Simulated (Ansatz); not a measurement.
Functionals compared on H on the 1x1 (110) surface of bcc Ta, one in a 2x2 cell, started at the site 'hollow Ta-Ta-Ta', in Ansatz (plane waves, PAW). The structure was relaxed with PBE; the other rows are single points on it, each with its references at the same level. Cutoff 420 eV (500 eV for r2SCAN).

Slab: 17 atoms, 6.8 Å thick at the start under the adsorbate (thin: gaps and levels are the slab's own); k 5x5x1, smearing 0.1 eV, dipole-corrected; 8 atoms held, the rest relaxed; symmetry of the start imposed; no spin, no spin-orbit, no U, no dispersion correction. At the end it is bonded to 3 Ta. In PBE it is, or lies within 0.03 eV of, the lowest of the starts that converged. These notes are the PBE run's. Adsorption energies are against ½ H2(g). A negative adsorption energy means that the adsorbate is more stable on the surface than in its reference.

| functional | adsorption energy (eV) | work function of the top face (eV) | change of the work function (eV) | rough cost of the single point |
|---|---|---|---|---|
| PBE | -0.97 | 4.64 | -0.13 | – |
| RPBE | -0.85 | 4.51 | -0.14 | about 50 core-seconds (a rough figure) |
| r2SCAN | -1.10 | 4.72 | -0.16 | very roughly 110 core-seconds |

Ansatz is a quantum-chemistry and plane-wave program.
